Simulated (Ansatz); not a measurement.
The starting structures come from a database of crystals and need not be the phases stable at ambient conditions.

Crystal: Cs$_{2}$SrV$_{4}$O$_{12}$ (P4/mmm, not sure to be the ambient phase, 19 atoms a cell, 19.6 Å³ an atom, -6 GPa at this level); planes in its conventional cell.

Level of theory: r2SCAN (plane waves, PAW; Ansatz, a first-principles code).

The gap is the functional's own, uncorrected, and κ follows it; spin-orbit coupling is left out. Mid-gap values are interpolated between the computed energies.

```
plane  area of the cell (Å²)  mid-gap κ (1/Å)  largest κ in the gap (1/Å)
-----  ---------------------  ---------------  --------------------------
(100)                   46.1             0.45                        0.45
(001)                   65.1                …                           …
```

**Question.** The slowest decay depends on the direction. Supply the withheld values.

**Answer.** 
- (001), mid-gap κ (1/Å): 0.51
- (001), largest κ in the gap (1/Å): 0.51
